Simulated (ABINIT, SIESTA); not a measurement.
An ABINIT input for a self-consistent single point of Ru₃W (P6_3/mmc, 8 atoms in the cell) (DFT, LDA (PW92), plane waves, PAW (JTH v2.0 LDA PAW)):

```
# Ru3W, JTH v2.0 LDA PAW
pp_dirpath "./"
pseudos "Ru.LDA_PW-JTH.xml, W.LDA_PW-JTH.xml"
acell 3*1.0
rprim
        10.1601656045   -0.0000009874    0.0000000000
        -5.0800819472    8.7989620138    0.0000000000
         0.0000000000    0.0000000000    8.0853028283
natom 8
ntypat 2
znucl 44 74
typat 1 1 1 1 1 1 2 2
xcart
         0.0000002844    2.9267985704    2.0213257071
         5.0800833729    5.8721624560    6.0639771212
         7.6254838329    1.4633985442    6.0639771212
        -2.5454001756    7.3355624823    2.0213257071
         2.5454016013    7.3355619876    2.0213257071
         2.5346820560    1.4633990389    6.0639771212
         0.0000005701    5.8659743468    6.0639771212
         5.0800830873    2.9329866797    2.0213257071
ecut 40 Ry
pawecutdg 80 Ry
occopt 7
tsmear 0.00499791
nband 77
kptopt 1
ngkpt 4 4 5
nshiftk 1
shiftk 0 0 0
nstep 80
tolvrs 1.0e-12
prtwf 0
prtden 0
prtvol 1
enunit 2
```

Q: Write the same calculation as an input for SIESTA.

A: One input that does it (others would too):

```
# files in the folder: Ru.psml W.psml (PseudoDojo LDA standard)
SystemName  Ru3W
SystemLabel siesta

NumberOfAtoms                8
NumberOfSpecies              2
%block ChemicalSpeciesLabel
  1 44 Ru
  2 74 W
%endblock ChemicalSpeciesLabel
LatticeConstant              5.376528 Ang
%block LatticeVectors
     1.000000000    0.000000000    0.000000000
    -0.499999814    0.866025435    0.000000000
     0.000000000    0.000000000    0.795784566
%endblock LatticeVectors
AtomicCoordinatesFormat      ScaledCartesian
%block AtomicCoordinatesAndAtomicSpecies
     0.000000062    0.288066040    0.198946141  1
     0.500000124    0.577959395    0.596838424  1
     0.750527531    0.144033020    0.596838424  1
    -0.250527345    0.721992415    0.198946141  1
     0.250527655    0.721992415    0.198946141  1
     0.249472531    0.144033020    0.596838424  1
    -0.000000376    0.577350579    0.596838424  2
     0.500000562    0.288674856    0.198946141  2
%endblock AtomicCoordinatesAndAtomicSpecies

XC.functional                LDA
XC.authors                   PW92
PAO.BasisSize                DZP
PAO.EnergyShift              0.005 Ry
MeshCutoff                   350 Ry
%block kgrid.MonkhorstPack
    4   0   0  0.0
    0   4   0  0.0
    0   0   5  0.0
%endblock kgrid.MonkhorstPack
OccupationFunction           MP
OccupationMPOrder            0
ElectronicTemperature        0.136 eV

MaxSCFIterations             150
SCF.Mixer.Method             Broyden
SCF.Mixer.Weight             0.1
SCF.Mixer.History            6
SCF.DM.Tolerance             1.0E-04
Diag.ParallelOverK           true
WriteForces                  true
```

Basis, cutoffs, solver keys and any potentials are the target program's own. This input uses DFT, LDA PW92, numerical atomic orbitals DZP, PseudoDojo LDA standard norm-conserving potentials (rewritten from UPF to PSML). LDA parametrisations can differ slightly between programs.

The starting cell comes from a database of computed structures (which also holds hypothetical and non-ambient phases and stackings), without a prior relaxation at this level. Its lattice was rescaled by a random factor within 2.5 % of one. For this run, on top of that: lattice scaled by 0.98.
